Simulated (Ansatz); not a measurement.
The parent structure is V3Si in the A15 (Cr3Si type) structure (space group Pm-3n, No. 223; a = 4.701 Å).

All numbers come from PBE (Ansatz, a quantum-chemistry and plane-wave program), no spin-orbit coupling.

Before the change:

| Property | Value |
|---|---|
| Shortest interatomic distance | 2.351 Å |
| Band gap | zero |

It is then changed as follows: a hydrostatic pressure of 60 GPa.

Task: Predict the new shortest interatomic distance and band gap.

Result: The shortest interatomic distance drops by 0.157 Å (2.351 Å → 2.194 Å); the band gap stays zero.

Load acts through the strain it causes; cell and atoms are relaxed under it. No phonon test of stability was made. Competing high-pressure phases were not computed. Seeded moments were not kept for the base. All final runs are without spin polarisation.
